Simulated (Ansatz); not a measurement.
Given:

```yaml
crystal:
  lattice:
    - [4.33242, 0.00000, 0.00000]
    - [0.00000, 4.33242, 0.00000]
    - [0.00000, 0.00000, 4.33242]
  atoms:
    - { symbol: Ba, position: [0.00000, 0.00000, 0.00000] }
    - { symbol: Hf, position: [0.50000, 0.50000, 0.50000] }
    - { symbol: O, position: [0.50000, 0.00000, 0.50000] }
    - { symbol: O, position: [0.00000, 0.50000, 0.50000] }
    - { symbol: O, position: [0.50000, 0.50000, 0.00000] }
```

No spin polarisation.

Computed with PBE (Ansatz, an electronic-structure program; PAW; 420 eV plane waves; spin-orbit coupling left out). Settings: 8×8×8 k-points, 0.05 eV Fermi–Dirac smearing.

Task: Predict the band gap.

Result: 3.42 eV.

Task: Estimate the pressure.

Result: -11.32 GPa.

Spin-orbit coupling, missing from the scalar runs, can matter with Hf. The cells carry an imposed strain or load. No phonon test of stability was made. The cell was made from BaHfO₃ in the cubic perovskite structure (space group Pm-3m, No. 221) by this change: isotropic strain +3.00 %.
